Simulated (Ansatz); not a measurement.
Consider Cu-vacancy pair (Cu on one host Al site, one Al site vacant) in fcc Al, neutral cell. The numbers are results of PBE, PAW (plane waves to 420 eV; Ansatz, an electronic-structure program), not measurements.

Cell of 32 host sites held at the relaxed PBE lattice; a 4×4×4 k-point mesh shifted by half a step; Fermi-Dirac width 0.10 eV, spin-restricted; finite-size errors left in. No zero-point or tunnelling terms. Forms of the defect that were not tried may lie lower.

Barriers: single points on a 6×6×6 k-point mesh shifted by half a step at the bands' geometries.

The step: one Al atom jumps into the vacancy from a nearby Al site (Cu-vacancy distance between ideal sites 2.86 Å throughout). Atoms about the jump, Cartesian Å from the middle of the jump, before and after:

```json
[
 {"atom": "Al1", "x0": "0.94", "y0": "-0.94", "z0": "0.00", "x1": "-0.94", "y1": "0.94", "z1": "0.00"},
 {"atom": "Cu2", "x0": "-0.99", "y0": "-1.02", "z0": "-2.03", "x1": "-1.02", "y1": "-0.98", "z1": "-2.03"},
 {"atom": "Al3", "x0": "0.94", "y0": "1.01", "z0": "-1.94", "x1": "1.01", "y1": "0.94", "z1": "-1.95"},
 {"atom": "Al4", "x0": "-0.99", "y0": "-0.96", "z0": "2.03", "x1": "-0.96", "y1": "-0.99", "z1": "2.03"},
 {"atom": "Al5", "x0": "1.01", "y0": "1.04", "z0": "2.03", "x1": "1.04", "y1": "1.01", "z1": "2.03"},
 {"atom": "Al6", "x0": "-0.99", "y0": "-2.98", "z0": "0.01", "x1": "-0.94", "y1": "-2.91", "z1": "0.00"},
 {"atom": "Al7", "x0": "-2.91", "y0": "-0.94", "z0": "0.00", "x1": "-2.98", "y1": "-0.99", "z1": "0.01"},
 {"atom": "Al8", "x0": "3.05", "y0": "1.04", "z0": "0.03", "x1": "3.04", "y1": "1.01", "z1": "0.03"},
 {"atom": "Al9", "x0": "1.01", "y0": "3.04", "z0": "0.03", "x1": "1.03", "y1": "3.06", "z1": "0.03"},
 {"atom": "Al10", "x0": "-2.91", "y0": "1.01", "z0": "-1.95", "x1": "-2.98", "y1": "1.02", "z1": "-2.00"},
 {"atom": "Al11", "x0": "1.02", "y0": "-2.97", "z0": "-1.99", "x1": "1.00", "y1": "-2.91", "z1": "-1.94"},
 {"atom": "Al12", "x0": "3.05", "y0": "-0.98", "z0": "-1.99", "x1": "3.04", "y1": "-0.99", "z1": "-1.96"},
 {"atom": "Al13", "x0": "-0.99", "y0": "3.04", "z0": "-1.96", "x1": "-0.98", "y1": "3.06", "z1": "-1.99"},
 {"atom": "Al14", "x0": "1.04", "y0": "-3.00", "z0": "2.06", "x1": "1.04", "y1": "-2.98", "z1": "2.03"},
 {"atom": "Al15", "x0": "-2.98", "y0": "1.04", "z0": "2.03", "x1": "-3.00", "y1": "1.04", "z1": "2.06"},
 {"atom": "Al16", "x0": "-0.99", "y0": "3.04", "z0": "2.03", "x1": "-0.99", "y1": "3.06", "z1": "2.06"},
 {"atom": "Al17", "x0": "3.06", "y0": "-0.98", "z0": "2.06", "x1": "3.04", "y1": "-0.99", "z1": "2.03"}
]
```

Predict the transition state.


```tsv
atom	x	y	z
Al1	-0.07	-0.08	-0.10
Cu2	-1.08	-1.09	-2.17
Al3	1.12	1.11	-2.11
Al4	-1.01	-1.02	2.17
Al5	1.05	1.04	2.12
Al6	-0.95	-2.94	0.03
Al7	-2.93	-0.96	0.04
Al8	3.03	1.00	0.05
Al9	1.02	3.02	0.04
Al10	-2.90	1.01	-1.92
Al11	1.02	-2.91	-1.92
Al12	3.04	-0.97	-1.94
Al13	-0.96	3.03	-1.94
Al14	1.05	-2.97	2.03
Al15	-2.96	1.04	2.03
Al16	-0.97	3.03	2.04
Al17	3.04	-0.99	2.04
```
It lies 0.41 eV above the start and 0.41 eV above the end. The saddle point's order was not checked, and it lies on a symmetry element of the cell, where a band can be held.
